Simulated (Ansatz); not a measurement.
Base system: GaP in the zinc blende structure (space group F-43m, No. 216; a = 5.3914 Å).

Calculations: Ansatz (a first-principles code), LDA, PAW, cutoff 420 eV, no spin-orbit coupling.

Base values:

The band gap is 1.38 eV.

Modification: an isotropic linear strain of +1.50 %, atoms relaxed at fixed cell.

Predict the new energy relative to the base and band gap.

The energy rises by 11 meV/atom; the band gap rises by 0.08 eV to 1.46 eV.

Gaps are read on the SCF mesh and a high-symmetry path. No phonon test of stability was made.
